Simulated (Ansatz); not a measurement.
**Ge: response to strain**

Base system: Ge in the diamond structure (space group Fd-3m, No. 227).

```yaml
crystal:
  lattice:
    - [0.00000, 2.83806, 2.83806]
    - [2.83806, 0.00000, 2.83806]
    - [2.83806, 2.83806, 0.00000]
  atoms:
    - { symbol: Ge, position: [0.50000, 0.50000, 0.50000] }
    - { symbol: Ge, position: [0.75000, 0.75000, 0.75000] }
```

Cartesian axes are those of the cell as printed.

Strains are applied to the cell and any free atomic positions relax; under biaxial strain the out-of-plane vector relaxes too.

Levels (all Ansatz, a program for electronic structure, PAW, earlier PAW set): PBEsol (420 eV, without spin-orbit coupling); r2SCAN (500 eV, scalar-relativistic without spin-orbit coupling); PBEsol+SOC (420 eV, spin-orbit coupling included).

Band gaps by level, all at the geometries relaxed with PBEsol:

| case | PBEsol | r2SCAN | PBEsol+SOC |
|---|---|---|---|
| base | zero | 0.35 eV | zero |
| biaxial strain −0.55 %, plane normal [111], relaxed out of plane | zero | 0.41 eV | zero |
| biaxial strain +2.21 %, plane normal [111], relaxed out of plane | zero | zero | zero |
| isotropic strain −4.81 % | 0.26 eV | 0.57 eV | 0.15 eV |
| uniaxial strain ε_xx = +1.88 % | zero | 0.11 eV | zero |
| uniaxial strain ε_xx = +4.94 % | zero | zero | zero |

Single points use the geometry relaxed with PBEsol. Differences between runs with and without spin-orbit coupling are approximate. Whether these cells are dynamically stable was not tested. Gaps under 0.05 eV, about the width of the smearing, are given as zero. A zero or small gap of Ge can be the functional's error rather than a property of the material.
